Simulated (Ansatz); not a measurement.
Results of LDA (plane waves, PAW; Ansatz, a first-principles code) for WN₂ (model structure, Pca2₁, No. 29, 12 atoms in the cell).

Settings: plane-wave cutoff 520 eV, 12×12×12 k mesh, Fermi–Dirac smearing 0.05 eV, no spin polarisation, scalar-relativistic PAW data made under PBE.

Cell (relaxed at this level):

```
WN2
1.0
    4.96791     0.00000     0.00000
    0.00000     4.79472     0.00000
    0.00000     0.00000     4.87646
W N
4 8
Direct
  0.06303   0.28072   0.23270
  0.93697   0.71928   0.73270
  0.56303   0.71928   0.23270
  0.43697   0.28072   0.73270
  0.35978   0.07309   0.12761
  0.64022   0.92691   0.62761
  0.85978   0.92691   0.12761
  0.14022   0.07309   0.62761
  0.24629   0.57117   0.99569
  0.75371   0.42883   0.49569
  0.74629   0.42883   0.99569
  0.25371   0.57117   0.49569
```

Task: Give the computed band gap and Γ–Γ gap.

Result: 
- band gap = 0.46 eV
- Γ–Γ gap = 1.09 eV

Note: the relaxation could raise the start's symmetry but not lower it, so the cell can be a saddle point.

Spin–orbit coupling is not included.

Static lattice: no zero-point or thermal effects.

The result took very roughly 4 core-minutes.

A model structure was made by putting elements into a prototype or built by hand; it is no filed structure, need not be a known phase, and can be a saddle point held by its symmetry.
